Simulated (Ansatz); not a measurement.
YScO₃ (P6₃/mmc, No. 194, 10 atoms in the cell; start mp-768479)

These are PBEsol (plane waves, PAW; Ansatz, a quantum-chemistry and plane-wave program) values and carry that method's errors.

Run with plane-wave cutoff 520 eV, 12×12×4 k mesh (along the axes of the cell as run), Fermi–Dirac smearing 0.01 eV, scalar-relativistic PAW data made under PBE.

Cell (relaxed with PBEsol):

```cif
data_O6Sc2Y2
_chemical_formula_sum 'Y2 Sc2 O6'
_space_group_name_H-M_alt 'P63/mmc'
_space_group_IT_number 194
_space_group_name_Hall '-P 6c 2c'
_cell_length_a 3.54734
_cell_length_b 3.54734
_cell_length_c 12.18800
_cell_angle_alpha 90.000
_cell_angle_beta 90.000
_cell_angle_gamma 120.000
loop_
_atom_site_label
_atom_site_type_symbol
_atom_site_symmetry_multiplicity
_atom_site_Wyckoff_symbol
_atom_site_fract_x
_atom_site_fract_y
_atom_site_fract_z
_atom_site_occupancy
Y1 Y 2 a 0.00000 0.00000 0.00000 1
Sc1 Sc 2 c 0.33333 0.66667 0.25000 1
O1 O 4 f 0.33333 0.66667 0.08213 1
O2 O 2 b 0.00000 0.00000 0.25000 1
```

```json
{
  "band_gap": "3.23 eV",
  "direct gap at Γ": "4.00 eV"
}
```

Spin–orbit coupling is not included.

Computed values are for the static lattice.

A start named mp-… is a Materials Project structure, which need not be a measured phase.
